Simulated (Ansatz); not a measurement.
Abridged Ansatz (an electronic-structure program) output:

```
Relaxation: its limit of steps is 60 (relax.max_steps)
Pseudopotential: K, paw, valence charge 9
Pseudopotential: Zn, paw, valence charge 12
Pseudopotential: F, paw, valence charge 7
Crystal: 5 atoms, lattice volume = 70.315 Å³
Basis set: ecut = 420 eV, 1357 PW (Γ), exchange–correlation on 60×60×60 points (8 copies of the dense FFT grid, shifted against one another)
Bands: 26, of which v1, the nominal top of the filled ones, is band 21 counted from 1 (20 counted from 0)
Symmetry: 48 space group operations
k-points: 35 of 512
Functional: x = pbe(κ = 0.804, μ = 0.2195149727645171), c = pbe(β = 0.06672455060314922)
SCF iter   1: F=—  HF=-7286.309435 eV  |F-HF|=—  |Δ(HF+E_count)|=         —  Δρ=6.11e-4  dr2=1.19e-4  ethr=1.77e-3  ⟨swp⟩=6.2  Hψ=4191  notcnv=0
SCF iter   2: F=—  HF=-7286.310077 eV  |F-HF|=—  |Δ(HF+E_count)|=   6.42e-4  Δρ=2.88e-4  dr2=3.42e-5  ethr=2.83e-7  ⟨swp⟩=2.5  Hψ=2046  notcnv=0
SCF 1 converged in 7 iterations: F = -7286.310375 eV  dr2 = 2.67e-9
relax step   1: F+E_penalty+E_count = -7286.31037472 eV  Δ(F+E_penalty+E_count) = +0.000e0 eV  max|allowed force component| = 2.630e-29 eV/Å  Δτ_max = 0.0000 Å  P = +0.008 GPa  Ω = 70.315 Å³  (7 SCF iters, dr2 threshold 1.00e-7 eV, accepted)
[... steps on the carried basis left out ...]
relax step   6: F+E_penalty+E_count = -7286.30996453 eV  Δ(F+E_penalty+E_count) = -4.211e-10 eV  max|allowed force component| = 3.934e-29 eV/Å  Δτ_max = 0.0000 Å  P = +0.298 GPa  Ω = 70.027 Å³  stress off target by 1.99e-3 GPa  SCF on the basis re-selected at this cell (its energy is not comparable with the rows above)  (8 SCF iters)
SCF converged after 8 iterations
Free energy (F): -7286.309965 eV
Internal energy: -7286.309965 eV  (E = F + TS)
E sigma→0 (E₀):  -7286.309965 eV
Fermi energy:    5.384676 eV
--- Forces (eV/Å), atoms counted from 1 ---
  atom   1  K     -0.00000000     0.00000000     0.00000000
  atom   2  Zn    -0.00000000     0.00000000    -0.00000000
  atom   3  F      0.00000000     0.00000000     0.00000000
  atom   4  F      0.00000000    -0.00000000     0.00000000
  atom   5  F      0.00000000    -0.00000000    -0.00000000
--- Stress (GPa, compression-positive) ---
        0.298012       0.000000       0.000000
        0.000000       0.298012       0.000000
       -0.000000       0.000000       0.298012
  P = ⅓ Tr σ = 0.2980 GPa (2.980 kbar)
--- Relaxed structure (4 steps of the walk, 4 accepted, 2 SCFs on fresh bases) ---
  cell:  # Å, volume = 70.0268 Å³
    - [4.121811032209589, -2.8086478355647186e-35, -6.419766481290786e-35]
    - [-2.8086478355647186e-35, 4.121811032209589, 4.012354050806741e-36]
    - [-5.617295671129437e-35, 4.012354050806741e-36, 4.121811032209589]
  atoms:
    - { symbol: K, position: [-6.683268230194613e-38, 6.531375733838475e-38, 1.8227095037933835e-38] }
    - { symbol: Zn, position: [0.49999999999999994, 0.49999999999999994, 0.49999999999999994] }
    - { symbol: F, position: [0.49999999999999994, -3.03784915023665e-39, 0.49999999999999994] }
    - { symbol: F, position: [-6.683268176085522e-38, 0.49999999999999994, 0.49999999999999994] }
    - { symbol: F, position: [0.49999999999999994, 0.49999999999999994, -2.7340642618787577e-38] }
```

### Question
What was computed, and what are the main results?

### Answer
KZnF3, 5 atoms in the cell, with Kohn–Sham DFT with the PBE functional, run in Ansatz with PAW and 420 eV plane waves, no spin-orbit coupling, from a series relaxed to a target (pressure 0.3 GPa). The last SCF converged to F = -7286.309965 eV, or -1457.2620 eV per atom, at a pressure of 0.30 GPa. The total energy compares only with runs of the same code, potentials and settings.

Load acts through the strain it causes; cell and atoms are relaxed under it. No phonon test of stability was made. The cell was made from KZnF₃ in the cubic perovskite structure (space group Pm-3m, No. 221) by this change: pressure 0.3 GPa. Many cubic perovskites are stable only at high temperature; tilts and polar distortions were not tested.

Keys are those of Ansatz 0.2.
